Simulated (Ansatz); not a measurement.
An Ansatz (a first-principles code) run: Ag2O with a change (isotropic strain −1.20 %); PBEsol, PAW, 420 eV (Ansatz; no SOC).

Input:

Ansatz 0.2 input:
```yaml
crystal:
  lattice:
    - [4.6502427187, 0, 0]
    - [0, 4.6502427187, 0]
    - [0, 0, 4.6502427187]
  atoms:
    - { symbol: Ag, position: [0.25, 0.25, 0.75] }
    - { symbol: Ag, position: [0.25, 0.75, 0.25] }
    - { symbol: Ag, position: [0.75, 0.75, 0.75] }
    - { symbol: Ag, position: [0.75, 0.25, 0.25] }
    - { symbol: O, position: [0, 0, 0] }
    - { symbol: O, position: [0.5, 0.5, 0.5] }
basis: { ecutwfc: 420, ecutrho_ratio: 4, xc_grid: 2, fft_grid_basis: typed }
kpoints: { mp_grid: { grid: [7, 7, 7] } }
hamiltonian:
  xc: pbesol
  dispersion: none
  pseudopotentials: { kind: paw }
scf: { occupations: { method: fermi_dirac, width: 0.05 }, convergence: { dr2_threshold: 0.0000000006 } }
relax: { f_tol: 0.005, max_steps: 50 }
output: { forces: true, stress: true }
checkpoint: { write: state.ck, write_every: 1000 }
```

Output (explanatory and most iteration lines left out):

```
Relaxation: its limit of steps is 50 (relax.max_steps)
Pseudopotential: Ag, paw, valence charge 19
Pseudopotential: O, paw, valence charge 6
Crystal: 6 atoms, lattice volume = 100.560 Å³
Basis set: ecut = 420 eV, 1935 PW (Γ), exchange–correlation on 64×64×64 points (8 copies of the dense FFT grid, shifted against one another)
Bands: 53, of which v1, the nominal top of the filled ones, is band 44 counted from 1 (43 counted from 0)
Symmetry: 48 space group operations
Space group: Pn-3m (ITA 224), of the structure as read, at distance tolerance 4.7e-5 Å
k-points: 20 of 343
Functional: x = pbesol(κ = 0.804, μ = 0.12345679012345678), c = pbesol(β = 0.046)
SCF iter   1: F=—  HF=-31205.840850 eV  |F-HF|=—  |Δ(HF+E_count)|=         —  Δρ=1.69e-2  dr2=2.98e-1  ethr=1.77e-3  ⟨swp⟩=5.8  Hψ=3357  notcnv=0  defer=4
SCF iter   2: F=—  HF=-31205.773430 eV  |F-HF|=—  |Δ(HF+E_count)|=   6.74e-2  Δρ=3.44e-3  dr2=9.60e-3  ethr=3.39e-4  ⟨swp⟩=2.1  Hψ=1903  notcnv=0  defer=52
SCF 1 converged in 9 iterations: F = -31205.771064 eV  dr2 = 6.26e-11
relax step   1: F+E_penalty+E_count = -31205.77106389 eV  Δ(F+E_penalty+E_count) = +0.000e0 eV  max|allowed force component| = 4.626e-18 eV/Å  Δτ_max = 0.0000 Å  (9 SCF iters, accepted)
SCF converged after 9 iterations
Free energy (F): -31205.771064 eV
Internal energy: -31205.769667 eV  (E = F + TS)
E sigma→0 (E₀):  -31205.770365 eV
Entropy (-TS):   -0.001397 eV (-0.233 meV/atom)
Fermi energy:    11.749553 eV
--- Forces (eV/Å), atoms counted from 1 ---
  atom   1  Ag    -0.00000000     0.00000000     0.00000000
  atom   2  Ag    -0.00000000    -0.00000000     0.00000000
  atom   3  Ag    -0.00000000     0.00000000     0.00000000
  atom   4  Ag    -0.00000000    -0.00000000    -0.00000000
  atom   5  O     -0.00000000    -0.00000000     0.00000000
  atom   6  O     -0.00000000    -0.00000000    -0.00000000
--- Stress (GPa, compression-positive) ---
        3.482401      -0.000000       0.000000
       -0.000000       3.482401       0.000000
        0.000000       0.000000       3.482401
  P = ⅓ Tr σ = 3.4824 GPa (34.824 kbar)
--- Relaxed structure (1 steps of the walk, 1 accepted, 0 SCFs on fresh bases) ---
  atoms:
    - { symbol: Ag, position: [0.25, 0.25, 0.7500000000000001] }
    - { symbol: Ag, position: [0.25, 0.7500000000000001, 0.25] }
    - { symbol: Ag, position: [0.7500000000000001, 0.7500000000000001, 0.7500000000000001] }
    - { symbol: Ag, position: [0.7500000000000001, 0.25, 0.25] }
    - { symbol: O, position: [0.0, 0.0, 0.0] }
    - { symbol: O, position: [0.5, 0.5, 0.5] }
```

No phonon test of stability was made. The cell was made from Ag₂O (space group Pn-3m, No. 224) by this change: isotropic strain −1.20 %.
